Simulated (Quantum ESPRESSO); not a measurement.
A working Quantum ESPRESSO input for YSeF (P1, 24 atoms in the cell) (DFT, PBEsol, plane waves, GBRV 1.5 ultrasoft (PBESOL) pseudopotentials):

```fortran
&control
   calculation = 'scf'
   prefix = 'pwscf'
   outdir = './out'
   pseudo_dir = './'
   tprnfor = .true.
   tstress = .true.
/
&system
   ibrav = 0
   nat = 24
   ntyp = 3
   ecutwfc = 40
   ecutrho = 320
   occupations = 'fixed'
   nbnd = 100
/
&electrons
   conv_thr = 1.0e-11
/
ATOMIC_SPECIES
Y     88.9058  y_pbesol_v1.4.uspp.F.UPF
Se    78.9710  se_pbesol_v1.uspp.F.UPF
F     18.9984  f_pbesol_v1.4.uspp.F.UPF
ATOMIC_POSITIONS crystal
Y     0.4518190000    0.7778670000    0.1291930000
Y     0.5427040000    0.2447490000    0.8769210000
Y     0.9652850000    0.7345120000    0.1211430000
Y     0.0399380000    0.2545750000    0.8781890000
Y     0.1189430000    0.7503400000    0.6427670000
Y     0.8739790000    0.2625370000    0.3690670000
Y     0.6261990000    0.7705980000    0.6117210000
Y     0.3785760000    0.2623580000    0.3837740000
Se    0.2359680000    0.7522860000    0.2331600000
Se    0.7658440000    0.2494940000    0.7637850000
Se    0.6741300000    0.7719790000    0.0161960000
Se    0.3200660000    0.2483160000    0.9832150000
Se    0.4279620000    0.7350690000    0.7269670000
Se    0.5751870000    0.2552020000    0.2696520000
Se    0.8397960000    0.7619580000    0.5096090000
Se    0.1586630000    0.2583160000    0.4855810000
F     0.8916940000    0.7463060000    0.2913240000
F     0.1005000000    0.2595370000    0.7076610000
F     0.4466420000    0.7327720000    0.4619710000
F     0.5520540000    0.2416650000    0.5400510000
F     0.0694710000    0.7236930000    0.7915720000
F     0.9305020000    0.2147440000    0.2024030000
F     0.0270740000    0.7285510000    0.9633760000
F     0.9870070000    0.2625770000    0.0407020000
K_POINTS automatic
2 3 1  0 0 0
CELL_PARAMETERS angstrom
   9.9803700000     0.0000000000     0.0000000000
   0.0000000000     4.0942900000     0.0000000000
  -3.3966820000     0.0000000000    12.6194840000
```

The run converged in 19 iterations: free energy E − TS -20130.1404 eV; top of the valence band (on the code's own zero) 6.74 eV; gap on the k-point mesh 2.04 eV; pressure -1.22 GPa; largest force (vector length) 1.540 eV/Å. Each of these slips is then made, one at a time:

(1)
```diff
-   ecutrho = 320
+   ecutrho = 40
```

(2)
```diff
-F     18.9984  f_pbesol_v1.4.uspp.F.UPF
+F     18.9984  F.pbe.UPF
```

Question: How does each altered input end?

Answer: 
(1) A density cutoff or grid that is too coarse. The program stopped before any SCF iteration.
```
Error in routine set_cutoff (1):
ecutrho <= ecutwfc?!?
```

(2) A potential or basis that cannot be found. The program stopped before any SCF iteration.
```
Error in routine readpp (1):
file ./F.pbe.UPF not found
```

The starting cell comes from a database of computed structures (which also holds hypothetical and non-ambient phases and stackings), without a prior relaxation at this level. Its atoms were displaced at random from the sites of space group no. 11. In the base run, forces exceed 1 eV/Å.

Left out of this page: 3 runs of the series outside the window shown, repeating another row's setting, or not comparable.
